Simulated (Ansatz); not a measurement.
What O on a Cd site (antisite), symmetric start does to CdO

The parent structure is a 24-atom supercell of CdO in the rock salt structure (space group Fm-3m, No. 225; a = 4.6909 Å) at its relaxed geometry.

The change: a neutral O on a Cd site (antisite), symmetric start, atoms relaxed at fixed cell.

Level of theory: PBEsol, PAW, 420 eV (Ansatz, an electronic-structure program; no SOC), earlier PAW set. k-mesh 4×3×4 (Γ-centred); smearing 0.05 eV (Fermi–Dirac).

```csv
quantity,base,changed,shift
pressure,0.0 GPa,-2.2 GPa,-2.2 GPa
energy gained by relaxation,–,0.35 eV,–
largest displacement of a host atom from its site in the perfect cell,–,0.16 Å,–
```

Final structure:

```xyz
24
Lattice="0.0000 4.6909 4.6909 4.6909 -4.6909 4.6909 4.6909 4.6909 0.0000" Properties=species:S:1:pos:R:3 pbc="T T T"
O      0.0030    -0.0030     0.0030
O      2.3508     2.3400    -0.1575
O      2.3400    -0.1575     2.3400
O      4.8483     2.3508     2.3400
O      4.6909     0.0000     4.6909
O      7.0363     2.3454     4.6909
O     -0.1575     2.3400     2.3508
O      2.3508     4.8483     2.3508
O      2.3400     2.3508     4.8483
O      4.6879     4.6938     4.6879
O      4.6909     2.3454     7.0363
O      7.0363     4.6909     7.0363
O      2.3454     2.3454     2.3454
Cd     4.6909     4.6909     2.3454
Cd     4.6332     2.3514     4.6332
Cd     2.3394     0.0576     4.6332
Cd     6.9842     2.3975     6.9842
Cd     4.7485    -0.0576     7.0423
Cd     2.3454     4.6909     4.6909
Cd     4.6909     7.0363     4.6909
Cd     4.6332     4.7485     7.0303
Cd     2.3975     2.2933     7.0884
Cd     7.0423    -0.0576     4.7485
Cd     4.7485    -2.3514     4.7485
```

In so small a cell the defect repeats every few ångströms: this is an ordered compound, not a dilute defect. The mesh was chosen for an insulator and is coarse for the gapless case. The defect started on the symmetric site and kept its symmetry, so it may sit on a saddle. All final runs are without spin polarisation. The defect cell is not spin-polarised.
